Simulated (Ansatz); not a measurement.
**Ansatz (a quantum-chemistry and plane-wave program) run on RuS2 (Pa-3, 12 atoms in the cell): self-consistent single point**

Method of the run: RPBE, default PAW files made with PBE (plane waves; Ansatz).

This input was run:

Ansatz 0.2 input:
```yaml
crystal:
  lattice:
    - [5.578245, 0.000000, 0.000000]
    - [0.000000, 5.578245, 0.000000]
    - [0.000000, 0.000000, 5.578245]
  atoms:
    - { symbol: Ru, position: [0.000000, 0.500000, 0.500000] }
    - { symbol: Ru, position: [0.500000, 0.500000, 0.000000] }
    - { symbol: Ru, position: [0.500000, 0.000000, 0.500000] }
    - { symbol: Ru, position: [0.000000, 0.000000, 0.000000] }
    - { symbol: S, position: [0.388200, 0.111800, 0.888200] }
    - { symbol: S, position: [0.611800, 0.888200, 0.111800] }
    - { symbol: S, position: [0.111800, 0.888200, 0.388200] }
    - { symbol: S, position: [0.888200, 0.111800, 0.611800] }
    - { symbol: S, position: [0.888200, 0.388200, 0.111800] }
    - { symbol: S, position: [0.111800, 0.611800, 0.888200] }
    - { symbol: S, position: [0.611800, 0.611800, 0.611800] }
    - { symbol: S, position: [0.388200, 0.388200, 0.388200] }
basis:
  ecutwfc: 420.0 eV
kpoints:
  mp_grid:
    grid: [4, 4, 4]
    shift: [0.5, 0.5, 0.5]
hamiltonian:
  xc: rpbe
  pseudopotentials:
    kind: paw
scf:
  occupations:
    method: fixed
output:
  forces: true
  eigenvalues: true
  stress: true
```

Output (repeated stretches shortened):

```
WARN ansatz: RAYON_NUM_THREADS=1 ignored (pool sized by the plan → 1); use --threads N
Pseudopotentials: kind: paw
Pseudopotential: Ru, paw, valence charge 16
Pseudopotential: S, paw, valence charge 6
Crystal: 12 atoms, lattice volume = 173.577 Å³
Basis set: ecut = 420 eV, 3407 PW (Γ), exchange–correlation on 80×80×80 points (8 copies of the dense FFT grid, shifted against one another)
Bands: 68, of which v1, the nominal top of the filled ones, is band 56 counted from 1 (55 counted from 0)
Symmetry: 24 space group operations
Space group: Pa-3 (ITA 205), of the structure as read, at distance tolerance 5.6e-5 Å
k-points: 4 of 64
PAW frozen core: Ru, regenerated for the run's functional, and the local potential with it
PAW frozen core: S, regenerated for the run's functional, and the local potential with it
Initial density: superposition of atomic densities (neutral atoms: chi_scale 0, normalization atom), corrected by the library's trained network
Initial wavefunctions: pseudopotential atomic-orbital guess
Eigensolver: davidson
Functional: x = rpbe, c = pbe(β = 0.06672455060314922)
SCF iter   1: F=—  HF=-30793.676953 eV  |F-HF|=—  |Δ(HF+E_count)|=         —  Δρ=4.26e-3  dr2=3.85e-2  ethr=1.77e-3  ⟨swp⟩=4.8  Hψ=897  notcnv=0  defer=33
all-band conjugate gradients solve this SCF's bands
preconditioner: auto → Resta (q_TF=auto, 2.536 Å⁻¹)
SCF iter   2: F=—  HF=-30793.668825 eV  |F-HF|=—  |Δ(HF+E_count)|=   8.13e-3  Δρ=1.99e-3  dr2=5.27e-3  ethr=3.44e-5  ⟨swp⟩=2.0  Hψ=466  notcnv=0  defer=39
SCF iter   3: F=—  HF=-30793.669556 eV  |F-HF|=—  |Δ(HF+E_count)|=   7.31e-4  Δρ=1.06e-3  dr2=9.23e-4  ethr=4.70e-6  ⟨swp⟩=2.2  Hψ=389  notcnv=0  defer=39
SCF iter   4: F=—  HF=-30793.670691 eV  |F-HF|=—  |Δ(HF+E_count)|=   1.14e-3  Δρ=1.59e-4  dr2=3.56e-5  ethr=8.24e-7  ⟨swp⟩=2.0  Hψ=407  notcnv=0  defer=36
SCF iter   5: F=—  HF=-30793.669714 eV  |F-HF|=—  |Δ(HF+E_count)|=   9.77e-4  Δρ=4.10e-5  dr2=3.19e-6  ethr=3.18e-8  ⟨swp⟩=2.0  Hψ=452  notcnv=0  defer=20
SCF iter   6: F=—  HF=-30793.669716 eV  |F-HF|=—  |Δ(HF+E_count)|=   2.08e-6  Δρ=1.18e-5  dr2=2.30e-7  ethr=2.85e-9  ⟨swp⟩=2.0  Hψ=412  notcnv=0  defer=20
SCF iter   7: F=-30793.669716 eV  HF=-30793.669716 eV  |F-HF|=2.56e-9  |Δ(HF+E_count)|=   1.50e-7  Δρ=1.52e-6  dr2=2.51e-9  ethr=8.93e-11  ⟨swp⟩=9.2  Hψ=1282  notcnv=0
SCF 1 converged in 7 iterations: F = -30793.669716 eV  dr2 = 2.51e-9
SCF converged after 7 iterations
Free energy (F): -30793.669716 eV
Harris-Foulkes:  -30793.669716 eV  (|F-HF|=2.56e-9)
Internal energy: -30793.669716 eV  (E = F + TS)
E sigma→0 (E₀):  -30793.669716 eV
Fermi energy:    13.750102 eV
--- Per-component energies (eV) ---
  E_band       = -450.040140
  E_kinetic    = 2941.920558
  E_local      = -8047.220106  (includes V_loc(G=0)·N_el)
  E_nonlocal   = 1595.182097
  E_hartree    = 2827.403959
  E_xc         = -1550.790516
  E_vxc        = -1670.190544  (∫ρ·V_xc dr)
  E_paw        = -18702.399759  (= ΣΔE_a)
  E_vpaw       = -924.540589  (= ΣTr[D̂ρ^β])
  E_aug_tail   = -0.000666  (compensation charges beyond the density's cutoff)
  E_ewald      = -9857.071949
  E_core_change = -0.693334  (= ΣΔE_core)
  E_smearing   = -0.000000  (= −TS)
  E_closure    = 0.000000  (closes the sum)
  Σ components = -30793.669716   (vs F -30793.669716, Δ=0.00e0)
--- Forces (eV/Å), atoms counted from 1 ---
  atom   1  Ru     0.00000000    -0.00000000    -0.00000000
  atom   2  Ru     0.00000000    -0.00000000     0.00000000
  atom   3  Ru     0.00000000    -0.00000000    -0.00000000
  atom   4  Ru     0.00000000    -0.00000000     0.00000000
  atom   5  S     -0.12293648     0.12293648    -0.12293648
  atom   6  S      0.12293648    -0.12293648     0.12293648
  atom   7  S      0.12293648    -0.12293648    -0.12293648
  atom   8  S     -0.12293648     0.12293648     0.12293648
  atom   9  S     -0.12293648    -0.12293648     0.12293648
  atom  10  S      0.12293648     0.12293648    -0.12293648
  atom  11  S      0.12293648     0.12293648     0.12293648
  atom  12  S     -0.12293648    -0.12293648    -0.12293648
  max |Σ_I F_I| component: 6.94e-17 eV/Å
--- Stress (GPa, compression-positive) ---
       10.324699      -0.000000       0.000000
       -0.000000      10.324699       0.000000
        0.000000       0.000000      10.324699
  P = ⅓ Tr σ = 10.3247 GPa (103.247 kbar)
  The stress holds the Pulay correction. Without it, at fixed plane waves, as pw.x and ABINIT print it: P = 10.2770 GPa
--- Band table (eV) ---
  k-point 0: bands = ["-57.9772", "-57.9763", "-57.9762", "-57.9762", "-28.1260", "-28.1245", "-28.1245", "-28.1159", "-28.1159", "-28.1138", "-28.1122", "-28.1122", "-27.9052", "-27.9022", "-27.9021", "-27.9021", "-2.3957", "-1.0657", "-1.0587", [...]
  k-point 1: bands = ["-57.9769", "-57.9765", "-57.9762", "-57.9762", "-28.1245", "-28.1228", "-28.1217", "-28.1184", "-28.1166", "-28.1155", "-28.1131", "-28.1125", "-27.9044", "-27.9031", "-27.9023", "-27.9023", "-2.0059", "-1.4369", "-0.9418", [...]
  k-point 2: bands = ["-57.9767", "-57.9765", "-57.9765", "-57.9763", "-28.1245", "-28.1230", "-28.1219", "-28.1206", "-28.1157", "-28.1148", "-28.1126", "-28.1125", "-27.9038", "-27.9029", "-27.9029", "-27.9026", "-1.6537", "-1.1878", "-1.1823", [...]
  k-point 3: bands = ["-57.9766", "-57.9764", "-57.9764", "-57.9764", "-28.1256", "-28.1244", "-28.1244", "-28.1235", "-28.1128", "-28.1128", "-28.1114", "-28.1114", "-27.9033", "-27.9029", "-27.9028", "-27.9028", "-1.3549", "-1.0405", "-1.0313", [...]
```

The run converged in 7 iterations.

The starting cell comes from a database of computed structures (which also holds hypothetical and non-ambient phases and stackings), without a prior relaxation at this level. Its lattice was rescaled by a random factor within 2.5 % of one. With a pressure of about 10 GPa the cell is away from its equilibrium volume at this level. Ansatz's pressure includes its estimate of the finite-basis (Pulay) stress. The shifted mesh does not hold Γ, so a gap read on it misses any band edge there.
